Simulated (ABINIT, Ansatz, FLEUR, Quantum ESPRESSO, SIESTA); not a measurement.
# One structure in several programs: KCrF6 (R-3, 8 atoms in the cell)

Self-consistent single point, at a second geometry (lattice scaled by 0.98). First geometry:

```
CELL_PARAMETERS angstrom
      3.64953     2.10705     2.36799
     -3.64953     2.10705     2.36799
      0.00000    -4.21411     2.36799
ATOMIC_POSITIONS crystal
  K  0.00000 0.00000 0.00000
  Cr 0.50000 0.50000 0.50000
  F  0.58298 0.26425 0.21942
  F  0.41702 0.73575 0.78058
  F  0.21942 0.58298 0.26425
  F  0.78058 0.41702 0.73575
  F  0.26425 0.21942 0.58298
  F  0.73575 0.78058 0.41702
```
Moments meant for the start (each program seeds them in its own way; μB, in the order of the atoms K Cr F F F F F F): 0.0 3.0 0.0 0.0 0.0 0.0 0.0 0.0.

Shared settings, as Ansatz (an electronic-structure program) writes them: kpoints.mp_grid.grid = 3 3 3; scf.occupations.method = fermi_dirac; scf.occupations.width = 0.02 eV. Potentials and cutoffs stand in the table.

```
code                                                                                                                                      model  ΔF from the first geometry (meV/atom)  pressure (GPa)  largest force (eV/Å)  size of the net moment (μB/atom)           cutoff
----------------  -----------------------------------------------------------------------------------------------------------------------------  -------------------------------------  --------------  --------------------  --------------------------------  ---------------
FLEUR                                                                           PBEsol, all-electron FLAPW (FLEUR), scalar-relativistic valence                                    9.7               –                 0.529                              0.12  Kmax 4.8 1/bohr
SIESTA            GGA PBEsol, numerical atomic orbitals DZP, PseudoDojo PBEsol standard norm-conserving potentials (rewritten from UPF to PSML)                                   15.6            6.79                 1.039                              0.12      grid 300 Ry
Ansatz                                                                                                          PBEsol, PAW files made with PBE                                   16.2            6.37                 0.848                              0.12          default
Quantum ESPRESSO                                                          PBEsol, PseudoDojo standard norm-conserving (PBESOL) pseudopotentials                                   15.1            6.59                 0.823                              0.12            95 Ry
ABINIT                                                                                       PBEsol, PAW (JTH v2.0 PBE PAW, files made for PBE)                                   19.4            6.56                 0.960                              0.12            30 Ha
```

For Ansatz (by 0.4 GPa) and ABINIT (by 0.9 GPa) the energy change implies a higher mean pressure, against the two pressures, than for the other programs: a sign of finite-basis (Pulay) stress.

A dash marks a value that a program does not give, or that is left out as unsure.

On Ansatz's run: with one magnetic atom in the cell only a parallel order is possible.

The spread over the programs that give each value: ΔF from the first geometry within 9.7 meV/atom; pressure within 0.42 GPa; largest force within 0.510 eV/Å; size of the net moment within 0.00 μB/atom.

SIESTA uses small atom-centred bases, whose incompleteness enters pressures, forces and empty levels differently from a plane-wave cutoff. FLEUR treats all electrons, but the usual bases taken here (sphere radii, linearisation, local orbitals, empty states) were not tested for convergence, so the values are no reference for the others. Ansatz's pressure is given at a fixed set of plane waves, as the other plane-wave codes print theirs; with its correction for the finite basis it is 6.81 GPa (the shift of 0.44 GPa shows how far the cutoff is from converged). In the force vectors, FLEUR (by 0.338), SIESTA (by 0.191) and ABINIT (by 0.113) lie more than 0.08 eV/Å from the median of the plane-wave programs.

The shared mesh is coarse (it stands for a supercell whose shortest vector is 14 Å), so the values are not converged in it.

The starting cell comes from a database of computed structures (which also holds hypothetical and non-ambient phases and stackings), without a prior relaxation at this level. For this run, on top of that: lattice scaled by 0.98.

Keys are those of Ansatz 0.2.
